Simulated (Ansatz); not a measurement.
Base system: Ti in the hcp (Mg type) structure (space group P6_3/mmc, No. 194; a = 2.864 Å, c = 4.537 Å; relaxed with 0.1 eV smearing). Axes: x lies along a and z along c of the hexagonal cell.

Level of theory: LDA (Ansatz, an electronic-structure program), scalar-relativistic without spin-orbit coupling.

Strains are applied to the cell and any free atomic positions relax.

One change was made to it. Results:

```tsv
quantity	base	after
energy relative to the base (free energy F)	0 meV/atom	+0.1 meV/atom
shortest interatomic distance	2.807 Å	2.801 Å
```

Q: Which change produced these results?
(A) tensor shear ε_xz = +1.71 %
(B) tensor shear ε_xz = +0.29 %
(C) tensor shear ε_xz = +1.43 %
(D) tensor shear ε_xz = +2.00 %

A: B, tensor shear ε_xz = +0.29 %. For comparison, the energy relative to the base in the other runs: tensor shear ε_xz = +1.43 % gives +1.4 meV/atom; tensor shear ε_xz = +2.00 % gives +2.7 meV/atom; tensor shear ε_xz = +1.71 % gives +2.0 meV/atom.

Whether these cells are dynamically stable was not tested. The final runs are not spin-polarised.
